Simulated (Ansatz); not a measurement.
An Ansatz (a first-principles code) run: SrTiO3 with a change (Ti → Zr); DFT with PBEsol, PAW potentials and a 420 eV plane-wave cutoff in Ansatz, no SOC.

Input:

Ansatz 0.2 input:
```yaml
crystal:
  lattice:
    - [4.1298791414, 0, 0]
    - [0, 4.1298791414, 0]
    - [0, 0, 4.1298791414]
  atoms:
    - { symbol: Sr, position: [0, 0, 0] }
    - { symbol: Zr, position: [0.5, 0.5, 0.5] }
    - { symbol: O, position: [0, 0.5, 0.5] }
    - { symbol: O, position: [0.5, 0.5, 0] }
    - { symbol: O, position: [0.5, 0, 0.5] }
basis: { ecutwfc: 420, ecutrho_ratio: 4, xc_grid: 2, fft_grid_basis: typed }
kpoints: { mp_grid: { grid: [8, 8, 8] } }
hamiltonian:
  xc: pbesol
  dispersion: none
  pseudopotentials: { kind: paw }
scf: { occupations: { method: fermi_dirac, width: 0.05 }, convergence: { dr2_threshold: 0.0000000005 } }
output: { forces: true, stress: true }
checkpoint: { write: state.ck, write_every: 1000 }
```

Output (explanatory and most iteration lines left out):

```
Pseudopotential: Sr, paw, valence charge 10
Pseudopotential: Zr, paw, valence charge 12
Pseudopotential: O, paw, valence charge 6
Crystal: 5 atoms, lattice volume = 70.439 Å³
Basis set: ecut = 420 eV, 1357 PW (Γ), exchange–correlation on 60×60×60 points (8 copies of the dense FFT grid, shifted against one another)
Bands: 25, of which v1, the nominal top of the filled ones, is band 20 counted from 1 (19 counted from 0)
Symmetry: 48 space group operations
Space group: Pm-3m (ITA 221), of the structure as read, at distance tolerance 4.1e-5 Å
k-points: 35 of 512
Functional: x = pbesol(κ = 0.804, μ = 0.12345679012345678), c = pbesol(β = 0.046)
SCF iter   1: F=—  HF=-9312.342585 eV  |F-HF|=—  |Δ(HF+E_count)|=         —  Δρ=1.56e-2  dr2=1.47e-1  ethr=1.77e-3  ⟨swp⟩=7.7  Hψ=4868  notcnv=0
SCF iter   2: F=—  HF=-9312.308263 eV  |F-HF|=—  |Δ(HF+E_count)|=   3.43e-2  Δρ=4.24e-3  dr2=7.50e-3  ethr=3.66e-4  ⟨swp⟩=2.3  Hψ=1668  notcnv=0  defer=34
SCF 1 converged in 8 iterations: F = -9312.306505 eV  dr2 = 2.43e-10
SCF converged after 8 iterations
Free energy (F): -9312.306505 eV
Internal energy: -9312.306505 eV  (E = F + TS)
E sigma→0 (E₀):  -9312.306505 eV
Fermi energy:    10.734084 eV
--- Forces (eV/Å), atoms counted from 1 ---
  atom   1  Sr    -0.00000000     0.00000000    -0.00000000
  atom   2  Zr     0.00000000    -0.00000000    -0.00000000
  atom   3  O      0.00000000    -0.00000000    -0.00000000
  atom   4  O      0.00000000     0.00000000    -0.00000000
  atom   5  O      0.00000000    -0.00000000     0.00000000
--- Stress (GPa, compression-positive) ---
        0.003645      -0.000000       0.000000
        0.000000       0.003645       0.000000
        0.000000       0.000000       0.003645
  P = ⅓ Tr σ = 0.0036 GPa (0.036 kbar)
```

Whether these cells are dynamically stable was not tested. The cell was made from SrTiO3 by this change: Ti → Zr; the result is a model cell. Many cubic perovskites are stable only at high temperature; tilts and polar distortions were not tested.
